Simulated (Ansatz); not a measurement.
The reference is CsSnI₃ in the cubic perovskite structure (space group Pm-3m, No. 221; a = 6.131 Å). Axes: x, y, z lie along the cube axes.

Level of theory: PBEsol (Ansatz, an electronic-structure program), scalar-relativistic without spin-orbit coupling.

Strains are applied to the cell and any free atomic positions relax.

One change was made to it. Results:

The pressure (mean of the normal stresses, compression positive) goes from zero to -0.38 GPa; the energy increases by 3.3 meV/atom.

Q: Which of these changes matches the shifts?
A. uniaxial strain ε_zz = +3.00 %
B. uniaxial strain ε_zz = +2.40 %
C. uniaxial strain ε_zz = +0.60 %
D. uniaxial strain ε_zz = +1.80 %

A: B, uniaxial strain ε_zz = +2.40 %. For comparison, the energy relative to the base in the other runs: uniaxial strain ε_zz = +3.00 % gives +5.1 meV/atom; uniaxial strain ε_zz = +1.80 % gives +1.9 meV/atom; uniaxial strain ε_zz = +0.60 % gives +0.2 meV/atom.

Stability against distortions was not tested. Many cubic perovskites are stable only at high temperature; tilts and polar distortions were not tested.
